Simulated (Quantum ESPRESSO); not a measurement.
Input and output of a self-consistent single point for CsSiI3 (R3m, 5 atoms in the cell) (Quantum ESPRESSO).

Method of the run: PBEsol, SSSP 1.1.2 efficiency (PBE) pseudopotentials (plane waves; Quantum ESPRESSO).

```
CELL_PARAMETERS angstrom
      4.24230     2.44930     3.69117
     -4.24230     2.44930     3.69117
      0.00000    -4.89859     3.69117
ATOMIC_POSITIONS crystal
  Cs 0.00101 0.00101 0.00101
  Si 0.46266 0.46266 0.46266
  I  0.50187 0.50187 0.02939
  I  0.02939 0.50187 0.50187
  I  0.50187 0.02939 0.50187
```

Reference input (self-consistent single point, DFT, LDA (PZ), plane waves, GBRV 1.5 ultrasoft (LDA) pseudopotentials): ecutwfc = 40 Ry; ecutrho = 200 Ry; occupations = smearing; smearing = fermi-dirac; degauss = 0.0036749 Ry; potentials = {Cs: cs_lda_v1.uspp.F.UPF, Si: si_lda_v1.uspp.F.UPF, I: i_lda_v1.uspp.F.UPF}; K_POINTS = automatic 4 4 4 0 0 0; conv_thr = 1e-09 Ry; mixing_beta = 0.7. This run's input differs from it in these lines:

```diff
@@ -13,4 +13,4 @@
  ntyp = 3
- ecutwfc = 40
- ecutrho = 200
+ ecutwfc = 50
+ ecutrho = 400
  occupations = 'smearing'
@@ -18,2 +18,3 @@
  degauss = 0.0036749
+ input_dft = 'pbesol'
 /
@@ -24,5 +25,5 @@
 ATOMIC_SPECIES
-Cs   132.9055  cs_lda_v1.uspp.F.UPF
-Si    28.0850  si_lda_v1.uspp.F.UPF
-I    126.9045  i_lda_v1.uspp.F.UPF
+Cs   132.9055  Cs_pbe_v1.uspp.F.UPF
+Si    28.0850  Si.pbe-n-rrkjus_psl.1.0.0.UPF
+I    126.9045  I.pbe-n-kjpaw_psl.0.2.UPF
 ATOMIC_POSITIONS {crystal}
```

Log, with long lists cut:

```
     Self-consistent Calculation

     iteration #  1     ecut=    50.00 Ry     beta= 0.70

     Threshold (ethr) on eigenvalues was too large:
     Diagonalizing with lowered threshold

     total energy              =   -1193.39245736 Ry
     estimated scf accuracy    <       0.03568874 Ry

     iteration #  2     ecut=    50.00 Ry     beta= 0.70

     total energy              =   -1193.39805916 Ry
     estimated scf accuracy    <       0.00773557 Ry

     iteration #  3     ecut=    50.00 Ry     beta= 0.70

     total energy              =   -1193.39996472 Ry
     estimated scf accuracy    <       0.00126875 Ry

   [... 3 blocks of this kind left out ...]

     iteration #  7     ecut=    50.00 Ry     beta= 0.70

     total energy              =   -1193.40027835 Ry
     estimated scf accuracy    <       0.00000003 Ry

     iteration #  8     ecut=    50.00 Ry     beta= 0.70
     End of self-consistent calculation

     the Fermi energy is     3.8217 ev

!    total energy              =   -1193.40027836 Ry
     estimated scf accuracy    <          6.3E-10 Ry
     smearing contrib. (-TS)   =      -0.00000125 Ry
     internal energy E=F+TS    =   -1193.40027712 Ry

     convergence has been achieved in   8 iterations

     Forces acting on atoms (cartesian axes, Ry/au):

     atom    1 type  1   force =     0.00000000    0.00000000    0.00012103
     atom    2 type  2   force =     0.00000000    0.00000000    0.00226705
     atom    3 type  3   force =     0.00000000    0.00134424   -0.00079603
     atom    4 type  3   force =    -0.00116414   -0.00067212   -0.00079603
     atom    5 type  3   force =     0.00116414   -0.00067212   -0.00079603

     Total force =     0.003532     Total SCF correction =     0.000026

          total   stress  (Ry/bohr**3)                   (kbar)     P=      -10.26
  -0.00006980   0.00000000  -0.00000000          -10.27        0.00       -0.00
   0.00000000  -0.00006980   0.00000000            0.00      -10.27        0.00
   0.00000000  -0.00000000  -0.00006971            0.00       -0.00      -10.26

   JOB DONE.
```

The run converged in 8 iterations. Against the reference run the pressure goes from -1.80 to -1.03 GPa, the largest force goes from 0.033 to 0.058 eV/Å and the gap on the mesh goes from 0.746 to 0.736 eV.

The starting cell comes from a database of computed structures (which also holds hypothetical and non-ambient phases and stackings), without a prior relaxation at this level. Spin-orbit coupling is off.

Cost on one core of a shared machine: roughly 50 s.
